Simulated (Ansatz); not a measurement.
## Ta: biaxial strain −2.00 %, plane normal [001], relaxed out of plane

Base system: Ta in the bcc (W type) structure (space group Im-3m, No. 229; a = 3.282 Å; relaxed with 0.1 eV smearing). Axes: x, y, z lie along the cube axes.

Modification: compressive biaxial strain of 2.00 % in the plane normal to [001], as in epitaxy on a mismatched substrate; the out-of-plane cell vector and the atoms relax.

Calculations: Kohn–Sham DFT with the PBEsol functional, run in Ansatz (an electronic-structure program) with PAW and 420 eV plane waves, no SOC. Settings: 28×28×28 k-points, 0.1 eV Fermi–Dirac smearing.

The volume per atom shrinks by 0.28 Å³ to 17.40 Å³ and the space group goes from Im-3m (No. 229) to I4/mmm (No. 139). The shortest interatomic distance shrinks by 0.014 Å, from 2.843 Å to 2.829 Å and the energy rises by 12 meV/atom. The pressure (mean of the normal stresses, compression positive) goes from zero to 3.6 GPa and the band gap remains zero. The out-of-plane strain amounts to +2.45 % and the ratio −ε⊥/ε∥ amounts to 1.23. The mean in-plane stress (compression positive) amounts to +5.5 GPa.

Cost of the whole job for the changed cell (relaxation, final SCF and bands): about 100 core-seconds (a rough figure).

Whether these cells are dynamically stable was not tested. The final runs are not spin-polarised.
